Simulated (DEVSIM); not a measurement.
Model (solved in DEVSIM): 1D drift-diffusion, Boltzmann statistics, complete ionisation; no tunnelling, impact ionisation, image-force lowering or self-heating.

Device: abrupt Si n-p junction, at 300 K.

| layer (left to right) | material | thickness (μm) | Nd (cm⁻³) | Na (cm⁻³) | τn (s) | τp (s) |
|---|---|---|---|---|---|---|
| 1 | Si | 4.70 | 4.8e18 | - | 6.8e-6 | 6.8e-6 |
| 2 | Si | 160 | - | 1.1e15 | 6.8e-6 | 6.8e-6 |

Left contact: ohmic. Right contact: ohmic. Voltage is applied to the left contact. Recombination: SRH at mid-gap. Mobility is constant in doping. Where it depends on doping, it is μmin + (μ − μmin)/(1 + (N/Nref)^α).

The device is made up for the run: typed textbook-type constants, with dimensions and the other settings drawn at random. Values at 300 K. The table also holds parameters that only a changed run uses.

```csv
parameter,Si
gap (eV),1.124
affinity (eV),4.05
permittivity,11.7
Nc (cm⁻³),2.86e19
Nv (cm⁻³),3.1e19
μn (cm²/Vs),1417
μp (cm²/Vs),470
"μn,min",52
"μp,min",45
"Nref,n",9.7e16
"Nref,p",2.2e17
αn,0.68
αp,0.72
Cn (cm⁶/s),2.8e-31
Cp (cm⁶/s),9.9e-32
```

One input was changed, with this effect: dark forward voltage at 100 A/cm² 0.949 → 0.899 V; potential step across the device at zero bias 0.813 → 0.872 V; largest field in the device at zero bias little changed (130000 V/cm); dark forward voltage at 1 A/cm² 0.644 → 0.679 V.

Question: Which change was it?
A. thickness of layer 1 4.7 → 2.8 μm
B. doping Na of layer 2 1.1e+15 → 1.1e+16 cm^-3
C. doping-dependent mobility in place of the constant one
D. doping Nd of layer 1 4.8e+18 → 1.4e+18 cm^-3
E. thickness of layer 2 160 → 270 μm
F. minority lifetime in layer 1 6.8e-06 → 0.0002 s
G. Auger recombination switched on

Answer: B, doping Na of layer 2 1.1e+15 → 1.1e+16 cm^-3
